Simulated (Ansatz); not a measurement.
Take CdI2 in the CdI2 type structure (space group P-3m1, No. 164; a = 4.153 Å, c = 6.551 Å; layered, stacked along the Cartesian z axis) as the base. Axes: x lies along a and z along c of the hexagonal cell.

Computed with plane-wave PAW DFT at the PBEsol-D3(BJ) level (Ansatz, an electronic-structure program, 420 eV), no SOC.

Strains are applied to the cell and any free atomic positions relax.

One change was made to it. Results:

The pressure (mean of the normal stresses, compression positive) goes from zero to -4.0 kbar; the energy goes up by 1.1 meV/atom; the band gap shrinks by 0.02 eV, from 2.17 eV to 2.15 eV.

### Question
Which change produced these results?
A) uniaxial strain ε_xx = +0.50 %
B) uniaxial strain ε_xx = −2.00 %
C) uniaxial strain ε_xx = −3.00 %
D) uniaxial strain ε_xx = +2.50 %
E) uniaxial strain ε_xx = +1.50 %

### Answer
E, uniaxial strain ε_xx = +1.50 %. For comparison, the pressure in the other runs: uniaxial strain ε_xx = −3.00 % gives 9.1 kbar; uniaxial strain ε_xx = +0.50 % gives -1.4 kbar; uniaxial strain ε_xx = +2.50 % gives -6.4 kbar; uniaxial strain ε_xx = −2.00 % gives 5.9 kbar.

Spin-orbit coupling, missing from the scalar runs, can matter with I. Whether these cells are dynamically stable was not tested.
